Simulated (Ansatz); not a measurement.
Cell of rock-salt NbN (1 1 0) on zinc-blende InAs (1 1 0) (film strained to the substrate, started from cuts of the bulks and a machine-learned relaxation; slabs As6In6 and N12Nb12, which can lie off the formulas), relaxed at this level with a, b, gamma of the cell held:

```
CELL_PARAMETERS angstrom
      4.36931     0.00344     0.21795
      4.37735     6.18315    -0.05714
     -1.33832    -3.65418    23.48836
ATOMIC_POSITIONS crystal
  As 0.75886 0.18410 0.04390
  As 0.65153 0.78742 0.13973
  As 0.57710 0.36500 0.23572
  As 0.50694 0.93666 0.32894
  As 0.43879 0.50666 0.42478
  As 0.39871 0.05063 0.52044
  In 0.90046 0.03805 0.14358
  In 0.99995 0.44281 0.05190
  In 0.75554 0.18812 0.32995
  In 0.82691 0.61526 0.23492
  In 0.65041 0.29883 0.51314
  In 0.69370 0.75170 0.42146
  N  0.53782 0.40761 0.61123
  N  0.04840 0.89724 0.61364
  N  0.23242 0.19822 0.68248
  N  0.72700 0.69420 0.68234
  N  0.95138 0.00772 0.74646
  N  0.48044 0.49690 0.74451
  N  0.61928 0.79736 0.81877
  N  0.13522 0.28625 0.81596
  N  0.35338 0.60189 0.88132
  N  0.85185 0.09683 0.88015
  N  0.02759 0.40771 0.95451
  N  0.55227 0.88894 0.94784
  Nb 0.73275 0.20138 0.67399
  Nb 0.22322 0.70138 0.67604
  Nb 0.04795 0.40028 0.62015
  Nb 0.53394 0.90991 0.61960
  Nb 0.12560 0.79242 0.80958
  Nb 0.60658 0.31432 0.81260
  Nb 0.47751 0.98265 0.75031
  Nb 0.97649 0.49577 0.75266
  Nb 0.54494 0.38842 0.94395
  Nb 0.04103 0.90139 0.94353
  Nb 0.86396 0.58916 0.88798
  Nb 0.34133 0.10491 0.88941
```

Calculation: PBE (plane waves to 420 eV, PAW; Ansatz, a first-principles code). Spin–orbit coupling is left out; the runs are not spin-polarised. Its k-point mesh 9×5×1, Fermi–Dirac width 0.05 eV.

Task: Give the plane-averaged electrostatic potential energy of an electron along the normal (the smooth PAW potential), about its mean over the cell.

Result: 
| z (Å) | V (eV) |
|---|---|
| 0.000 | 7.68 |
| 0.146 | 7.28 |
| 0.438 | 5.37 |
| 0.584 | 4.44 |
| 0.729 | 3.75 |
| 1.021 | 2.92 |
| 1.167 | 2.66 |
| 1.313 | 2.51 |
| 1.605 | 3.16 |
| 1.751 | 4.14 |
| 1.896 | 5.36 |
| 2.188 | 6.85 |
| 2.334 | 6.62 |
| 2.480 | 5.76 |
| 2.772 | 3.70 |
| 2.918 | 3.05 |
| 3.063 | 2.68 |
| 3.355 | 2.36 |
| 3.501 | 2.33 |
| 3.647 | 2.51 |
| 3.939 | 4.02 |
| 4.085 | 5.24 |
| 4.230 | 6.31 |
| 4.522 | 6.56 |
| 4.668 | 5.66 |
| 4.814 | 4.47 |
| 5.106 | 2.79 |
| 5.252 | 2.50 |
| 5.397 | 2.42 |
| 5.689 | 2.54 |
| 5.835 | 2.79 |
| 5.981 | 3.35 |
| 6.273 | 5.44 |
| 6.419 | 6.48 |
| 6.564 | 6.96 |
| 6.856 | 5.86 |
| 7.002 | 4.68 |
| 7.148 | 3.65 |
| 7.440 | 2.62 |
| 7.586 | 2.47 |
| 7.731 | 2.42 |
| 8.023 | 2.65 |
| 8.169 | 3.16 |
| 8.315 | 4.07 |
| 8.607 | 6.31 |
| 8.753 | 6.81 |
| 8.898 | 6.58 |
| 9.190 | 4.47 |
| 9.336 | 3.38 |
| 9.482 | 2.69 |
| 9.774 | 2.35 |
| 9.920 | 2.43 |
| 10.065 | 2.58 |
| 10.357 | 3.40 |
| 10.503 | 4.26 |
| 10.649 | 5.36 |
| 10.941 | 6.86 |
| 11.087 | 6.64 |
| 11.232 | 5.78 |
| 11.524 | 3.48 |
| 11.670 | 2.79 |
| 11.962 | 2.61 |
| 12.108 | 2.82 |
| 12.254 | 3.12 |
| 12.545 | 4.13 |
| 12.691 | 4.97 |
| 12.837 | 6.02 |
| 13.129 | 7.54 |
| 13.275 | 7.51 |
| 13.421 | 6.87 |
| 13.712 | 2.77 |
| 13.858 | -0.87 |
| 14.004 | -4.79 |
| 14.296 | -10.36 |
| 14.442 | -11.07 |
| 14.588 | -10.35 |
| 14.879 | -6.89 |
| 15.025 | -5.82 |
| 15.171 | -5.79 |
| 15.463 | -8.71 |
| 15.609 | -10.66 |
| 15.755 | -11.81 |
| 16.046 | -9.95 |
| 16.192 | -7.15 |
| 16.338 | -3.86 |
| 16.630 | 0.45 |
| 16.776 | -0.26 |
| 16.922 | -2.72 |
| 17.213 | -8.97 |
| 17.359 | -11.04 |
| 17.505 | -11.70 |
| 17.797 | -8.91 |
| 17.943 | -6.57 |
| 18.089 | -4.78 |
| 18.380 | -4.74 |
| 18.526 | -6.48 |
| 18.672 | -8.81 |
| 18.964 | -11.63 |
| 19.110 | -11.01 |
| 19.256 | -8.97 |
| 19.547 | -2.68 |
| 19.693 | -0.11 |
| 19.839 | 0.78 |
| 20.131 | -3.24 |
| 20.277 | -6.55 |
| 20.423 | -9.49 |
| 20.714 | -11.78 |
| 20.860 | -10.83 |
| 21.006 | -8.98 |
| 21.298 | -5.90 |
| 21.444 | -5.80 |
| 21.590 | -6.70 |
| 21.881 | -10.06 |
| 22.027 | -10.96 |
| 22.173 | -10.50 |
| 22.465 | -5.39 |
| 22.611 | -1.57 |
| 22.757 | 2.14 |
| 23.048 | 6.70 |
| 23.194 | 7.50 |
